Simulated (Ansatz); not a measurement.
Band structure of MnSi (P2_13, 8 atoms in the cell).

```
CELL_PARAMETERS angstrom
      4.37214     0.00000     0.00000
      0.00000     4.37214     0.00000
      0.00000     0.00000     4.37214
ATOMIC_POSITIONS crystal
  Mn 0.36354 0.13646 0.86354
  Mn 0.13646 0.86354 0.36354
  Mn 0.86354 0.36354 0.13646
  Mn 0.63646 0.63646 0.63646
  Si 0.65422 0.84578 0.15422
  Si 0.84578 0.15422 0.65422
  Si 0.15422 0.65422 0.84578
  Si 0.34578 0.34578 0.34578
```
Moments meant for the start (each program seeds them in its own way; μB, in the order of the atoms Mn Mn Mn Mn Si Si Si Si): 4.0 4.0 4.0 4.0 0.0 0.0 0.0 0.0.

Computed with PBE (plane waves, PAW; Ansatz, a program for electronic structure).

Settings: basis.ecutwfc = 420 eV; kpoints.mp_grid.grid = 5 5 5; hamiltonian.xc = pbe; hamiltonian.pseudopotentials = {kind: paw} (the program's default PAW files); magnetization.spin_polarized = true; scf.occupations.method = fermi_dirac; scf.occupations.width = 0.136 eV; kpoints.band_path.npoints = 8.

The starting cell comes from a database of computed structures (which also holds hypothetical and non-ambient phases and stackings), without a prior relaxation at this level. Its lattice was rescaled by a random factor within 2.5 % of one. The moments shrank to a small part of their start, a low-spin state that need not be the lowest.

Levels in eV from the Fermi level, bands 37 to 44 of the first spin channel:
```tsv
point	37	38	39	40	41	42	43	44
Γ	-0.13	-0.13	-0.01	-0.01	1.17	1.17	1.17	3.68
X	-0.38	-0.38	0.16	0.16	0.59	0.59	2.28	2.28
M	-0.96	-0.96	-0.35	-0.35	1.11	1.11	1.74	1.74
R	-0.53	-0.53	-0.53	-0.53	0.94	0.94	0.94	0.94
```

Bands cross the Fermi level along this path, so the cell is metallic at this level.

The net moment of the cell came out as 2.60 μB.

Keys are those of Ansatz 0.2.
